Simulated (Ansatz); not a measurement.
Reference: monolayer ZrSe$_{2}$, PBE, rigid bands (plane waves, PAW, scalar-relativistic; Ansatz, a quantum-chemistry and plane-wave program); geometry: cell and atoms relaxed with PBE.

```
ZrSe2
1.0
    3.79880     0.00000     0.00000
   -1.89940     3.28986     0.00000
    0.00000     0.00000    19.09986
Zr Se
1 2
Direct
  0.00000   0.00000   0.50000
  0.33333   0.66667   0.58285
  0.66667   0.33333   0.41715
```

The band gap comes out as 0.50 eV and the electron conductivity mass is 0.39 mₑ.

Question: Replace Se by S on the same sites and relax. What happens?

Answer: band gap rises (0.50 eV to 1.20 eV); electron conductivity mass rises (0.39 mₑ to 0.53 mₑ).

Question: Swap Zr for Pt, keeping the structure type. How do these values move?

Answer: band gap rises (0.50 eV to 1.38 eV); electron conductivity mass falls (0.39 mₑ to 0.33 mₑ).

Moves up to 5 % count as about the same. Masses are for dilute carriers at 300 K, harmonic means over directions unless an axis is named. Spin-orbit coupling is left out.

Model free-standing layer, not matched to a measured one here: monolayer PtSe2, monolayer ZrS2, monolayer ZrSe2. The missing spin-orbit coupling matters most for monolayer PtSe2.
